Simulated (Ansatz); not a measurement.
Wall time of one geometry in Ansatz (plane waves) for a 4-atom cell of rock-salt NiO (model structure), 6×6×6 k mesh, 1 x GB200 with 34 host threads. The machine ran nothing else. Each time is one whole self-consistent calculation from the program's own starting density. Runs that were refused, crashed or met a hardware fault are not listed.

```tsv
level	cutoff	SCF iterations	wall time	times PBE
LDA	420 eV	12	1.3 s	0.98
PBE	420 eV	12	1.3 s	1.0
r²SCAN	500 eV	13	1.5 s	1.2
r²SCAN+rVV10	500 eV	13	1.7 s	1.3
HSE06	420 eV	34	7.8 s	6.1
PBE0	420 eV	36	7.7 s	6.0
Hartree–Fock	420 eV	42	9.0 s	7.0
```

Ratios come from the unrounded times.

A model structure was made by putting elements into a prototype or built by hand; it is no filed structure, need not be a known phase, and can be a saddle point held by its symmetry.

Ansatz is a quantum-chemistry and plane-wave program.
